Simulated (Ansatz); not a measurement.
## Response to strain in K2Se

Consider K2Se in the anti-fluorite structure (space group Fm-3m, No. 225; a = 7.610 Å). Axes: x, y, z lie along the cube axes.

Strains are applied to the cell and any free atomic positions relax; under biaxial strain the out-of-plane vector relaxes too.

Level of theory: plane-wave PAW DFT at the PBEsol level (Ansatz, a program for electronic structure, 420 eV), without spin-orbit coupling.

Candidates:
(a) biaxial strain +3.00 %, plane normal [001], relaxed out of plane
(b) biaxial strain −0.50 %, plane normal [001], relaxed out of plane
(c) biaxial strain −2.50 %, plane normal [001], relaxed out of plane
(d) biaxial strain +2.00 %, plane normal [001], relaxed out of plane

### Question
Order them by out-of-plane strain, highest first.

### Answer
(c) biaxial strain −2.50 %, plane normal [001], relaxed out of plane (+1.84 %), (b) biaxial strain −0.50 %, plane normal [001], relaxed out of plane (+0.38 %), (d) biaxial strain +2.00 %, plane normal [001], relaxed out of plane (-1.30 %), (a) biaxial strain +3.00 %, plane normal [001], relaxed out of plane (-1.92 %)

Stability against distortions was not tested.
